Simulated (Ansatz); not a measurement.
# A computed series for hypothetical zinc blende CsI: pressure series

Take CsI in the zinc blende structure (space group F-43m, No. 216; a = 8.554 Å; a hypothetical phase, not in the database extracts checked) as the base.

Cell and atoms are relaxed at each pressure.

All numbers come from Ansatz (a quantum-chemistry and plane-wave program), PBEsol, PAW, cutoff 420 eV, no SOC.

| pressure (GPa) | volume per atom (Å³/atom) |
|---|---|
| 0 | 78.250 |
| 0.9 | 70.288 |
| 2.1 | 63.907 |
| 4.5 | 56.534 |
| 9 | ? |
| 15 | 43.364 |
| 22.5 | 38.903 |
| 30 | 35.804 |

Q: Fit the third-order Birch–Murnaghan form P(V) = (3B₀/2)[(V₀/V)^(7/3) − (V₀/V)^(5/3)]·[1 + (3/4)(B₀′ − 4)((V₀/V)^(2/3) − 1)] (squares taken in P) to the rows shown and predict the withheld row.

A: Least squares on the printed values gives V₀ = 77.262 Å³/atom, B₀ = 7.65 GPa, B₀′ = 4.2; this predicts 49.109 Å³/atom, and the run gives 49.044 Å³/atom, 0.065 lower.

Load acts through the strain it causes; cell and atoms are relaxed under it. Stability against distortions was not tested. No other phases were tried under pressure.
